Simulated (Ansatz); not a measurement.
Consider InSb in the zinc blende structure (space group F-43m, No. 216; a = 6.6351 Å).

All numbers come from PBE in Ansatz (plane waves to 420 eV, PAW, spin-orbit coupling left out).

One change was made to it. Results:

The density grows by 0.12 g/cm³ (5.38 g/cm³ → 5.50 g/cm³); the shortest interatomic distance falls by 2.2 pm to 285.1 pm; the band gap remains zero.

**Question.** Name the change that was made.
A) pressure 0.9 GPa
B) pressure 30 GPa
C) pressure −1 GPa
D) pressure 15 GPa

**Answer.** A, pressure 0.9 GPa. For comparison, the density in the other runs: pressure 15 GPa gives 6.79 g/cm³; pressure −1 GPa gives 5.22 g/cm³; pressure 30 GPa gives 7.64 g/cm³.

With Sb present, leaving out spin-orbit coupling can change the band edges. Load acts through the strain it causes; cell and atoms are relaxed under it. Stability against distortions was not tested. Tetrahedral semiconductors of this kind turn to denser phases somewhere between about 1 and 50 GPa; those were not computed, so compressed cells here can lie past the real transition. All final runs are without spin polarisation. A zero or small gap of InSb can be the functional's error rather than a property of the material.

Ansatz is a program for electronic structure.
